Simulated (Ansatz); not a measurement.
Base system: C in the diamond structure (space group Fd-3m, No. 227; a = 3.560 Å). Axes: x, y, z lie along the cube axes.

Level of theory: Ansatz (a quantum-chemistry and plane-wave program), r2SCAN, PAW, cutoff 500 eV, scalar-relativistic without spin-orbit coupling.

Before the change:

| Property | Result |
|---|---|
| Valley order | a point along ⟨100⟩, about 1.3 Å⁻¹ from Γ 4.36 eV |
| Valence-band top at Γ | 0.00, 0.00, 0.00 eV |

Now apply this change: the cell is stretched by 2.00 % along z with no lateral relaxation, atoms relaxed at fixed cell.

**Question.** What does the calculation give for the stress, valley order and valence-band top at Γ after the change?

**Answer.** The stress (xx, yy, zz, yz, xz, xy; compression positive) amounts to (-2.05, -2.05, -21.65, 0.00, 0.00, 0.00) GPa; the valley order (the lowest conduction-band minima on the path, energy above the VBM, named in the base's zone) becomes a point along [100], about 1.3 Å⁻¹ from Γ 4.05 eV; a point along [001], about 1.3 Å⁻¹ from Γ 4.54 eV (base: a point along ⟨100⟩, about 1.3 Å⁻¹ from Γ 4.36 eV); the valence-band top at Γ (three highest levels, from the VBM) becomes 0.00, 0.00, -0.32 eV (base: 0.00, 0.00, 0.00 eV).

The levels and masses belong to the bands next to the band gap. The cells carry an imposed strain or load. Stability against distortions was not tested.
